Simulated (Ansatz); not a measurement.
The reference is ZnO in the wurtzite structure (space group P6_3mc, No. 186; a = 3.2298 Å, c = 5.2148 Å). Axes: x lies along a and z along c of the hexagonal cell.

Now apply this change: tensile biaxial strain of 4.44 % in the plane normal to [001], as in epitaxy on a mismatched substrate; the out-of-plane cell vector and the atoms relax.

Levels (all Ansatz, a program for electronic structure, PAW): PBEsol (420 eV, no spin-orbit coupling); HSE06 (420 eV, without spin-orbit coupling).

The geometry is relaxed with PBEsol.

- PBEsol band gap: 0.73 eV

### Question
What does HSE06 give at this geometry for the band gap?

### Answer
The band gap goes up by 1.79 eV, from 0.73 eV to 2.52 eV.

Single points use the geometry relaxed with PBEsol. Whether these cells are dynamically stable was not tested.
